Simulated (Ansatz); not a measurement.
Density of states of CuGa2 (P4/mmm) near the Fermi level, PBEsol, rigid bands (Ansatz, an electronic-structure program).

```
E − E_F (eV) | states/eV/cell
    -1.95 | ############################## 1.46
    -1.85 | ############################ 1.35
    -1.75 | ########################## 1.28
    -1.65 | ######################### 1.23
    -1.55 | ######################### 1.21
    -1.45 | ######################### 1.23
    -1.35 | ######################## 1.19
    -1.25 | ####################### 1.12
    -1.15 | ###################### 1.07
    -1.05 | ##################### 1.01
    -0.95 | #################### 0.97
    -0.85 | ################### 0.94
    -0.75 | ################### 0.90
    -0.65 | ################## 0.88
    -0.55 | ################## 0.87
    -0.45 | ################# 0.85
    -0.35 | ################# 0.83
    -0.25 | ################# 0.81
    -0.15 | ################ 0.77
    -0.05 | ################ 0.75
     0.05 | ################ 0.75
     0.15 | ################ 0.76
     0.25 | ################ 0.79
     0.35 | ################## 0.86
     0.45 | ################### 0.94
     0.55 | ################# 0.83
     0.65 | ################ 0.75
     0.75 | ############### 0.74
     0.85 | ############### 0.73
     0.95 | ############### 0.71
     1.05 | ############### 0.74
     1.15 | ################ 0.78
     1.25 | ################# 0.81
     1.35 | ################# 0.84
     1.45 | ################### 0.91
     1.55 | #################### 0.95
     1.65 | #################### 0.99
     1.75 | ##################### 1.03
     1.85 | ###################### 1.06
```

Question: With 3 atoms a cell, what bare Sommerfeld coefficient γ = (π²/3) k_B² N(E_F) follows?

Answer: N(E_F) ≈ 0.75 states/eV a cell at 300 K, so γ ≈ 0.59 mJ/(mol of atoms·K²), before electron-phonon enhancement.

Question: How far does the Fermi level move in a rigid band for 0.1 electron a cell added or removed?

Answer: 133 meV and -132 meV.

A metal at this level (no band gap); rigid bands, thermally averaged at 300 K, both spins. Spin-orbit coupling is left out. Geometry: cell and atoms relaxed with PBEsol.

Formula and space group known from diffraction (Crystallography Open Database), not checked to be the room-temperature form: CuGa2 (P4/mmm).
